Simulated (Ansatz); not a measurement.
**What uniaxial strain ε_zz = −3.00 % does to InP**

Take InP in the zinc blende structure (space group F-43m, No. 216; a = 5.8784 Å) as the base. Axes: x, y, z lie along the cube axes.

It is then changed as follows: the cell is compressed by 3.00 % along z with no lateral relaxation, atoms relaxed at fixed cell.

The values are results of Kohn–Sham DFT with the PBEsol functional, run in Ansatz (a program for electronic structure) with PAW and 420 eV plane waves, no spin-orbit coupling, not measurements. Settings: 10×10×10 k-points, 0.05 eV Fermi–Dirac smearing.

```csv
quantity,base,changed,shift
space group,F-43m (No. 216),I-4m2 (No. 119),–
shortest interatomic distance,2.545 Å,2.520 Å,-0.025 Å
energy relative to the base (free energy F),0 meV/atom,+6.9 meV/atom,+6.9 meV/atom
"pressure (mean of the normal stresses, compression positive)",0.00 GPa,2.15 GPa,+2.156 GPa
band gap,0.57 eV,0.64 eV,+0.07 eV
gap character,direct at Γ,direct at Γ,–
electron mass,0.046 mₑ (at Γ),"0.052 mₑ along z, 0.059 mₑ across (at Γ)",–
hole mass,–,"0.052 mₑ along z, 0.40 mₑ across (at Γ)",–
"valence-band top at Γ (three highest levels, from the VBM)","0.00, 0.00, 0.00 eV","0.00, -0.14, -0.14 eV",–
"stress (xx, yy, zz, yz, xz, xy; compression positive)",–,"(1.77, 1.77, 2.93, 0.00, 0.00, 0.00) GPa",–
```

Final structure:

```
CELL_PARAMETERS angstrom
      0.00000     2.93922     2.85104
      2.93922     0.00000     2.85104
      2.93922     2.93922     0.00000
ATOMIC_POSITIONS crystal
  In 0.00000 0.00000 0.00000
  P  0.25000 0.25000 0.25000
```

Cost of the whole job for the changed cell (relaxation, final SCF and bands): around 24 core-seconds (rough).

Masses are band curvatures over ±0.01 Å⁻¹ around the edge. Whether these cells are dynamically stable was not tested. Labels are those of the standard path for the cell's own space group.
